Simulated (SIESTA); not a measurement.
# SIESTA run on Sc (P6_3/mmc, 4 atoms in the cell): self-consistent single point

Computed with GGA PBE, numerical atomic orbitals DZP, PseudoDojo PBE standard norm-conserving potentials (rewritten from UPF to PSML) (SIESTA).

Input:

```
# files in the folder: Sc.psml (PseudoDojo PBE standard)
SystemName  Sc
SystemLabel Sc

NumberOfAtoms                4
NumberOfSpecies              1
%block ChemicalSpeciesLabel
  1 21 Sc
%endblock ChemicalSpeciesLabel
LatticeConstant              1.0 Ang
%block LatticeVectors
     3.221975000    0.000000000    0.000000000
    -1.610987000    2.790311000    0.000000000
     0.000000000    0.000000000   10.366723000
%endblock LatticeVectors
AtomicCoordinatesFormat      Ang
%block AtomicCoordinatesAndAtomicSpecies
     0.000000000    0.000000000    0.000000000  1
     0.000000000    0.000000000    5.183361500  1
    -0.000001278    1.860208263    2.591680750  1
     1.610989278    0.930102737    7.775042250  1
%endblock AtomicCoordinatesAndAtomicSpecies

XC.functional                GGA
XC.authors                   PBE
PAO.BasisSize                DZP
PAO.EnergyShift              0.01 Ry
MeshCutoff                   300 Ry
%block kgrid.MonkhorstPack
    8   0   0  0.0
    0   8   0  0.0
    0   0   3  0.0
%endblock kgrid.MonkhorstPack
OccupationFunction           FD
ElectronicTemperature        100.0 meV

MaxSCFIterations             150
SCF.Mixer.Method             Pulay
SCF.Mixer.Weight             0.25
SCF.Mixer.History            6
SCF.DM.Tolerance             1.0E-04
Diag.ParallelOverK           true
WriteForces                  true
```

The program printed (abridged):

```
reinit: Reading from file input.fdf

reinit: System Name: Sc
reinit: System Label: Sc

coor:   Atomic-coordinates input format  =     Cartesian coordinates
coor:                                          (in Angstroms)

siesta: Atomic coordinates (Bohr) and species
siesta:      0.00000   0.00000   0.00000  1        1
siesta:      0.00000   0.00000   9.79513  1        2
siesta:     -0.00000   3.51528   4.89757  1        3
siesta:      3.04433   1.75764  14.69270  1        4

siesta: System type = bulk

initatomlists: Number of atoms, orbitals, and projectors:      4    76    72

siesta: ******************** Simulation parameters ****************************
redata: Spin configuration                          = none
redata: Time-Reversal Symmetry                      = T
redata: Number of Atomic Species                    =        1
redata: Mesh Cutoff                                 =   300.0000 Ry
redata: Net charge of the system                    =     0.0000 |e|
redata: Min. number of SCF Iter                     =        0
redata: Max. number of SCF Iter                     =      150
redata: SCF convergence failure will abort job
redata: SCF mix quantity                            = Hamiltonian
redata: Mix DM or H after convergence               =   F
redata: Recompute H after scf cycle                 =   F
redata: Mix DM in first SCF step                    =   T
redata: No kicks to SCF
redata: DM Mixing Weight for Kicks                  =     0.5000
redata: Require Harris convergence for SCF          =   F
redata: Harris energy tolerance for SCF             =     0.000100 eV
redata: Require DM convergence for SCF              =   T
redata: DM tolerance for SCF                        =     0.000100
redata: Require EDM convergence for SCF             =   F
redata: EDM tolerance for SCF                       =     0.001000 eV
redata: Require H convergence for SCF               =   T
redata: Hamiltonian tolerance for SCF               =     0.001000 eV
redata: Require (free) Energy convergence for SCF   =   F
redata: (free) Energy tolerance for SCF             =     0.000100 eV
redata: Using DFT-D3 dispersion                     =   F
redata: Using Saved Data (generic)                  =   F
redata: Method of Calculation                       = Diagonalization
redata: Electronic Temperature                      =  1160.4518 K
redata: Number of TDED substeps                     =        3
redata: Dynamics option                             = Single-point calculation
redata: Save all siesta data in one NC              =   F
redata: ***********************************************************************

%block SCF.Mixers
  Pulay
%endblock SCF.Mixers

%block SCF.Mixer.Pulay
  # Mixing method
  method pulay
  variant stable

  # Mixing options
  weight 0.2500
  weight.linear 0.2500
  history 6
%endblock SCF.Mixer.Pulay

DM_history_depth set to one: no extrapolation allowed by default for geometry relaxation
Size of DM history Fstack: 1
Total number of electrons:    44.000000
Total ionic charge:    44.000000

* ProcessorY, Blocksize:    1  64

* Orbital distribution balance (max,min):    76    76

k-point displ. along   1 input, could be:     0.00    0.50
k-point displ. along   2 input, could be:     0.00    0.50
 Kpoints in:          120 . Kpoints trimmed:          110

siesta: k-grid: Number of k-points = 110
siesta: k-points from Monkhorst-Pack grid
siesta: k-cutoff (effective) =    12.888 Ang
siesta: k-point supercell and displacements
siesta: k-grid:     8     0     0      0.000
siesta: k-grid:     0     8     0      0.000
siesta: k-grid:     0     0     3      0.000

diag: Algorithm                                     = D&C
diag: Parallel over k                               =   F
diag: Use parallel 2D distribution                  =   F
diag: Parallel block-size                           = 64
diag: Parallel distribution                         =     1 x     1
diag: Used triangular part                          = Lower
diag: Absolute tolerance                            =  0.100E-15
diag: Orthogonalization factor                      =  0.100E-05
diag: Memory factor                                 =  1.0000

superc: Internal auxiliary supercell:     7 x     7 x     3  =     147
superc: Number of atoms, orbitals, and projectors:    588  11172  10584

                        Single-point calculation

superc: Internal auxiliary supercell:     7 x     7 x     3  =     147
superc: Number of atoms, orbitals, and projectors:    588  11172  10584

outcell: Unit cell vectors (Ang):
        3.221975    0.000000    0.000000
       -1.610987    2.790311    0.000000
        0.000000    0.000000   10.366723

outcell: Cell vector modules (Ang)   :    3.221975    3.221974   10.366723
outcell: Cell angles (23,13,12) (deg):     90.0000     90.0000    120.0000
outcell: Cell volume (Ang**3)        :     93.2001
new_DM -- step:     1
Initializing Density Matrix...

Attempting to read DM from file... Failed...
DM filled with atomic data:

InitMesh: MESH = 30 x 30 x 120 = 108000
InitMesh: Mesh cutoff (required, used) =   300.000   319.477 Ry

stepf: Fermi-Dirac step function

        iscf     Eharris(eV)        E_KS(eV)     FreeEng(eV)     dDmax    Ef(eV) dHmax(eV)
   scf:    1    -5241.333557    -5263.249500    -5263.468690  1.627224 -4.632456  3.924280
   scf:    2    -5265.172347    -5264.289741    -5264.518871  0.087433 -4.895054  2.251415
   scf:    3    -5264.692997    -5264.649464    -5264.884207  0.097237 -5.216936  0.774563
   scf:    4    -5264.729813    -5264.722014    -5264.956481  0.015048 -5.218817  0.050844
   scf:    5    -5264.722633    -5264.722418    -5264.956797  0.001825 -5.209220  0.018197
   scf:    6    -5264.722400    -5264.722418    -5264.956866  0.002617 -5.211743  0.006665
   scf:    7    -5264.722433    -5264.722429    -5264.956870  0.000305 -5.210457  0.005914
   scf:    8    -5264.722420    -5264.722425    -5264.956872  0.000097 -5.210834  0.000917

SCF Convergence by DM+H criterion
max |DM_out - DM_in|         :     0.0000974301
max |H_out - H_in|      (eV) :     0.0009166099
SCF cycle converged after 8 iterations

Using DM_out to compute the final energy and forces

siesta: E_KS(eV) =            -5264.7224

siesta: E_KS - E_eggbox =     -5264.7224

siesta: Atomic forces (eV/Ang):
     1    0.000000   -0.000000   -0.000004
     2    0.000000   -0.000000    0.000004
     3    0.000131   -0.000075   -0.000003
     4   -0.000131    0.000075    0.000003
   Tot   -0.000000    0.000000    0.000000
   Max    0.000131
   Res    0.000062    sqrt( Sum f_i^2 / 3N )
   Max    0.000131    constrained

Stress tensor Voigt[x,y,z,yz,xz,xy] (kbar):      -17.93      -18.03      -17.56        0.00       -0.00       -0.08
(Free)E + p*V (eV/cell)    -5263.9191
Target enthalpy (eV/cell)    -5264.9569

siesta: Program's energy decomposition (eV):
siesta: Ebs     =     -1308.880367
siesta: Eions   =      8074.766707
siesta: Ena     =      1435.630569
siesta: Ekin    =      1943.145505
siesta: Enl     =       247.705652
siesta: Eso     =         0.000000
siesta: Edftu   =         0.000000
siesta: DEna    =        63.989060
siesta: DUscf   =         1.096392
siesta: DUext   =         0.000000
siesta: Ex      =      -821.694541
siesta: Ec      =       -59.828354
siesta: Exc     =      -881.522896
siesta: Eharris =     -5264.722420
siesta: Etot    =     -5264.722425
siesta: FreeEng =     -5264.956872

siesta: Stress tensor (static) (eV/Ang**3):
siesta:    -0.011193   -0.000050   -0.000000
siesta:    -0.000050   -0.011251    0.000000
siesta:    -0.000000    0.000000   -0.010961

siesta: Cell volume =         93.200077 Ang**3

siesta: Pressure (static):
siesta:                Solid            Molecule  Units
siesta:           0.00012127          0.00012128  Ry/Bohr**3
siesta:           0.01113479          0.01113567  eV/Ang**3
siesta:          17.83990136         17.84131179  kBar
```

The run converged in 8 iterations.

The starting cell was generated: these elements placed on a structure prototype, without a prior relaxation; it need not be a known phase or ordering of this composition. Its lattice was rescaled by a random factor within 2.5 % of one. Values carry the incompleteness of an atom-centred basis.
